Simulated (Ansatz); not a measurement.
SrO: response to strain

Consider SrO in the rock salt structure (space group Fm-3m, No. 225; a = 5.1224 Å). Axes: x, y, z lie along the cube axes.

Strains are applied to the cell and any free atomic positions relax; under biaxial strain the out-of-plane vector relaxes too.

Level of theory: PBEsol, PAW, 420 eV (Ansatz, a quantum-chemistry and plane-wave program; no spin-orbit coupling).

| biaxial strain, plane normal [111], relaxed out of plane (%) | out-of-plane strain (%) |
|---|---|
| -2.5 | 1.71 |
| -2.08 | 1.42 |
| -1.25 | 0.85 |
| -0.83 | 0.57 |
| -0.42 | ? |
| 0 | 0.00 |

**Question.** Fit ε⊥ = −νε + γε² (strains in %) to the rows shown and predict the withheld row.

**Answer.** Least squares on the printed values gives ν = 0.68 (the biaxial Poisson response) and γ = 0.001 (largest residual 0.00 %); this predicts 0.29 %, and the run gives 0.28 %, in agreement.

Whether these cells are dynamically stable was not tested.
